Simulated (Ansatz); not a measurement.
Data:

End structure of a constructed model of the (111) surface of fcc Ni, ferromagnetic, a pseudomorphic layer of Al in the host's stacking (bottom of the slab: a bare face, its two planes held):

```yaml
crystal:
  lattice:
    - [2.48857, 0.00000, 0.00000]
    - [-1.24429, 2.15517, 0.00000]
    - [0.00000, 0.00000, 28.50000]
  atoms:
    - { symbol: Ni, position: [0.33333, 0.66667, 0.28438] }
    - { symbol: Ni, position: [0.66667, 0.33333, 0.35567] }
    - { symbol: Ni, position: [0.00000, 0.00000, 0.42690] }
    - { symbol: Ni, position: [0.33333, 0.66667, 0.49820] }
    - { symbol: Ni, position: [0.66667, 0.33333, 0.56944] }
    - { symbol: Ni, position: [0.00000, 0.00000, 0.64189] }
    - { symbol: Al, position: [0.33333, 0.66667, 0.71421] }
```

Model: 7-atom slab, 12.3 Å thick at the start, 17x17x1 mesh, Fermi-Dirac 0.1 eV, dipole correction, 2 atoms held, the rest relaxed; start symmetry kept, larger cells not searched; spin-polarised, ending with about 3.3 μB a cell; orders that need a larger cell were not tried, no spin-orbit, no U. In PBE it lies 0.02 eV a 1x1 cell over the lowest computed structure of the same composition (a pseudomorphic layer of Al in the other hollow).

Task: What is the computed work function of the top face (Ansatz (a first-principles code) with PBE)?

Result: 4.12 eV
